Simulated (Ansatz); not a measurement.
**Harmonic thermodynamics of AlAs in the zinc blende structure**

Per mole of formula units at the relaxed static volume; finite displacements on a 6×6×6 mesh, LDA density-functional theory in Ansatz (plane waves, PAW), k mesh 6×6×6; sums on an interpolated 12×12×12 mesh. Dynamical quadrupoles are not included in the interpolation of the phonons between the solved wave vectors. Zero-point energy 8.49 kJ/mol.

```json
[
 {"T (K)": "100", "F_vib (kJ/mol)": "7.88", "S (J/mol/K)": "16.5", "C_V (J/mol/K)": "23.3"},
 {"T (K)": "150", "F_vib (kJ/mol)": "6.77", "S (J/mol/K)": "27.8", "C_V (J/mol/K)": "32.5"},
 {"T (K)": "200", "F_vib (kJ/mol)": "5.12", "S (J/mol/K)": "38.0", "C_V (J/mol/K)": "38.3"},
 {"T (K)": "250", "F_vib (kJ/mol)": "…", "S (J/mol/K)": "…", "C_V (J/mol/K)": "…"},
 {"T (K)": "300", "F_vib (kJ/mol)": "0.44", "S (J/mol/K)": "54.8", "C_V (J/mol/K)": "44.0"},
 {"T (K)": "400", "F_vib (kJ/mol)": "-5.72", "S (J/mol/K)": "67.8", "C_V (J/mol/K)": "46.4"},
 {"T (K)": "600", "F_vib (kJ/mol)": "-21.33", "S (J/mol/K)": "87.1", "C_V (J/mol/K)": "48.3"},
 {"T (K)": "800", "F_vib (kJ/mol)": "-40.21", "S (J/mol/K)": "101.1", "C_V (J/mol/K)": "49.0"},
 {"T (K)": "1000", "F_vib (kJ/mol)": "-61.56", "S (J/mol/K)": "112.0", "C_V (J/mol/K)": "49.3"}
]
```

Some entries are withheld; supply them.


- 250, F_vib (kJ/mol): 2.99
- 250, S (J/mol/K): 47.0
- 250, C_V (J/mol/K): 41.8

No phase change or melting is allowed for: the numbers belong to this structure as given.

The PAW data sets were generated under PBE and serve the other functionals too.

Ansatz is a quantum-chemistry and plane-wave program.
